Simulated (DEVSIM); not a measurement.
Device: abrupt Si p-n junction, at 300 K.

Layer 1 from the left is Si, thickness (μm) 5.80, Na (cm⁻³) 8.3e17, τn (s) 3.1e-7, τp (s) 3.1e-7. Layer 2 from the left is Si, thickness (μm) 5.00, Nd (cm⁻³) 4e17, τn (s) 3.1e-7, τp (s) 3.1e-7.

Left contact: ohmic. Right contact: ohmic. Voltage is applied to the left contact. Recombination: SRH at mid-gap, radiative, Auger. Mobility is constant in doping.

Constants are typed, rounded textbook-type inputs, not results; the design itself was drawn at random and stands for no fabricated device. Values at 300 K.

Si: gap (eV) 1.124, affinity (eV) 4.05, permittivity 11.7, Nc (cm⁻³) 2.86e19, Nv (cm⁻³) 3.1e19, μn (cm²/Vs) 1417, μp (cm²/Vs) 470, B (cm³/s) 4.7e-15, Cn (cm⁶/s) 2.8e-31, Cp (cm⁶/s) 9.9e-32.

Q: Estimate by hand the built-in potential, the peak field at zero bias, and compare with a numerical solution.

A: 
- Built-in potential: ni = √(Nc Nv) exp(−Eg/2kT) = 1.08e10 cm⁻³ with Eg = 1.124 eV; Vbi = kT/q ln(Na Nd/ni²) = 0.920 V; numerical 0.920 V.
- Peak field at zero bias: depletion approximation: W = √(2εVbi/(qN)) = 0.0664 μm with N = 2.70e17 cm⁻³; field = 2Vbi/W = 277000 V/cm; numerical 269000 V/cm (estimate above by 2.9 %).

Model (solved in DEVSIM): 1D drift-diffusion, Boltzmann statistics, complete ionisation; no tunnelling, impact ionisation, image-force lowering or self-heating.
